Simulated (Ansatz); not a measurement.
**Ag under a change: pressure 30 GPa**

The reference is Ag in the fcc (Cu type) structure (space group Fm-3m, No. 225; a = 4.054 Å).

One thing is altered: a hydrostatic pressure of 30 GPa.

Calculations: PBEsol (Ansatz, a quantum-chemistry and plane-wave program; PAW; 420 eV plane waves; spin-orbit coupling left out). Γ-centred 20×20×20 mesh, Fermi–Dirac width 0.05 eV.

```csv
quantity,base,changed,shift
volume per atom,16.66 Å³,14.19 Å³,-2.47 Å³
density,10.75 g/cm³,12.62 g/cm³,+1.87 g/cm³
lattice parameter a,4.054 Å,3.843 Å,-0.211 Å
shortest interatomic distance,2.867 Å,2.718 Å,-0.149 Å
enthalpy H = E + PV relative to the base's energy,–,+2.85 eV/atom,–
band gap,zero,zero,–
```

Final structure:

```xyz
1
Lattice="0.0000 1.9216 1.9216 1.9216 0.0000 1.9216 1.9216 1.9216 0.0000" Properties=species:S:1:pos:R:3 pbc="T T T"
Ag     0.0000     0.0000     0.0000
```

Load acts through the strain it causes; cell and atoms are relaxed under it. Whether these cells are dynamically stable was not tested. No other phases were tried under pressure.
